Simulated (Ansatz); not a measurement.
Si: biaxial strain +2.84 %, plane normal [111], relaxed out of plane

The reference is Si in the diamond structure (space group Fd-3m, No. 227; a = 5.4441 Å). Axes: x, y, z lie along the cube axes.

Now apply this change: biaxial strain +2.84 %, plane normal [111], relaxed out of plane (Cartesian); in-plane vectors clamped, the third vector and the atoms free.

Calculations: r2SCAN (Ansatz, a first-principles code), scalar-relativistic without spin-orbit coupling, earlier PAW set. Settings: 10×10×10 k-points, 0.05 eV Fermi–Dirac smearing.

```csv
quantity,base,changed,shift
volume per atom,20.17 Å³,21.10 Å³,+0.93 Å³
space group,Fd-3m (No. 227),R-3m (No. 166),–
shortest interatomic distance,2.357 Å,2.360 Å,+0.003 Å
energy relative to the base (free energy F),0 meV/atom,+22 meV/atom,+22 meV/atom
band gap,0.78 eV,0.60 eV,-0.18 eV
gap character,–,"indirect, Γ → F–Γ (13 % along)",–
smallest direct gap,2.74 eV,2.38 eV,-0.36 eV
"valence-band top at Γ (three highest levels, from the VBM)","0.00, 0.00, 0.00 eV","0.00, -0.29, -0.29 eV",–
out-of-plane strain,–,-1.08 %,–
ratio −ε⊥/ε∥,–,0.38,–
mean in-plane stress (compression positive),–,-5.9 GPa,–
```

Final structure (turned so that z lies along the plane normal):

```
Si
1.0
    3.95886     0.00000     0.00000
    1.97943     3.42847     0.00000
    1.97943    -1.14282     3.10932
Si
2
Cartesian
  1.97943   1.14282   1.54060
  3.95886   2.28565   0.79140
```

No phonon test of stability was made. k-point labels follow each cell's own Brillouin zone.
